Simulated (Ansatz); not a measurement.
Defect: interstitial Cu in rock-salt MgO, charge state +1. Computed with PBE, PAW (plane waves to 420 eV; Ansatz, an electronic-structure program).

64-site cell at the relaxed PBE lattice, the Γ point alone, smearing 0.01 eV, spin-restricted, no finite-size correction. Energies are static. The charge state is imposed; whether it is stable for some Fermi level was not computed. Sites that were not tried may lie lower.

Barriers: single points on a 2×2×2 k-point mesh shifted by half a step at the bands' geometries.

The step: a concerted move, in which Cu travels most. Atoms about the jump, Cartesian Å from the middle of the jump, before and after:

```tsv
atom	x0	y0	z0	x1	y1	z1
Cu1	0.00	0.00	-1.06	0.00	0.00	1.06
O2	1.13	-1.15	0.08	1.13	-1.15	-0.08
O3	-1.15	1.13	0.08	-1.15	1.13	-0.08
Mg4	1.27	1.28	0.22	1.27	1.28	-0.22
Mg5	-1.29	-1.28	0.21	-1.29	-1.28	-0.21
O6	-1.15	-1.14	-2.20	-1.09	-1.09	-2.17
O7	-1.09	-1.09	2.17	-1.15	-1.14	2.20
O8	1.13	1.13	-2.20	1.07	1.07	-2.17
O9	1.07	1.07	2.17	1.13	1.13	2.20
Mg10	1.26	-1.29	-2.34	1.06	-1.08	-2.14
Mg11	-1.29	1.27	-2.34	-1.09	1.07	-2.14
Mg12	1.06	-1.08	2.14	1.26	-1.29	2.34
Mg13	-1.09	1.07	2.14	-1.29	1.27	2.34
Mg14	1.06	-3.21	0.01	1.06	-3.21	-0.01
Mg15	-3.21	1.07	0.01	-3.21	1.07	-0.01
Mg16	3.19	-1.08	0.01	3.19	-1.08	-0.01
Mg17	-1.09	3.19	0.01	-1.09	3.19	-0.01
O18	-1.09	-3.23	0.02	-1.09	-3.23	-0.02
O19	-3.24	-1.09	0.02	-3.24	-1.09	-0.02
O20	1.07	3.22	0.02	1.07	3.22	-0.02
O21	3.22	1.07	0.02	3.22	1.07	-0.02
O22	1.07	-3.24	-2.14	1.05	-3.20	-2.14
O23	-3.24	1.07	-2.14	-3.21	1.06	-2.13
O24	3.21	-1.09	-2.14	3.18	-1.07	-2.13
O25	-3.21	1.06	2.13	-3.24	1.07	2.14
O26	1.05	-3.20	2.14	1.07	-3.24	2.14
O27	-1.09	3.22	-2.14	-1.07	3.19	-2.13
O28	3.18	-1.07	2.13	3.21	-1.09	2.14
O29	-1.07	3.19	2.13	-1.09	3.22	2.14
```

Problem. Give the saddle-point geometry and the barrier.

Solution. 
| atom | x | y | z |
|---|---|---|---|
| Cu1 | -0.01 | -0.01 | -0.01 |
| O2 | 1.24 | -1.26 | -0.01 |
| O3 | -1.27 | 1.24 | -0.01 |
| Mg4 | 1.47 | 1.47 | 0.00 |
| Mg5 | -1.50 | -1.50 | -0.01 |
| O6 | -1.11 | -1.11 | -2.08 |
| O7 | -1.11 | -1.11 | 2.07 |
| O8 | 1.09 | 1.09 | -2.09 |
| O9 | 1.09 | 1.09 | 2.08 |
| Mg10 | 1.07 | -1.10 | -2.16 |
| Mg11 | -1.10 | 1.08 | -2.16 |
| Mg12 | 1.07 | -1.10 | 2.15 |
| Mg13 | -1.10 | 1.08 | 2.15 |
| Mg14 | 1.07 | -3.23 | -0.01 |
| Mg15 | -3.23 | 1.07 | -0.01 |
| Mg16 | 3.21 | -1.09 | -0.01 |
| Mg17 | -1.10 | 3.21 | -0.01 |
| O18 | -1.11 | -3.32 | -0.01 |
| O19 | -3.32 | -1.10 | -0.01 |
| O20 | 1.08 | 3.30 | -0.01 |
| O21 | 3.30 | 1.09 | -0.01 |
| O22 | 1.04 | -3.20 | -2.16 |
| O23 | -3.20 | 1.05 | -2.16 |
| O24 | 3.17 | -1.07 | -2.16 |
| O25 | -3.20 | 1.05 | 2.14 |
| O26 | 1.04 | -3.20 | 2.14 |
| O27 | -1.07 | 3.18 | -2.16 |
| O28 | 3.17 | -1.07 | 2.14 |
| O29 | -1.07 | 3.18 | 2.14 |
It lies 0.32 eV above the start and 0.32 eV above the end. The program found a first-order saddle point.
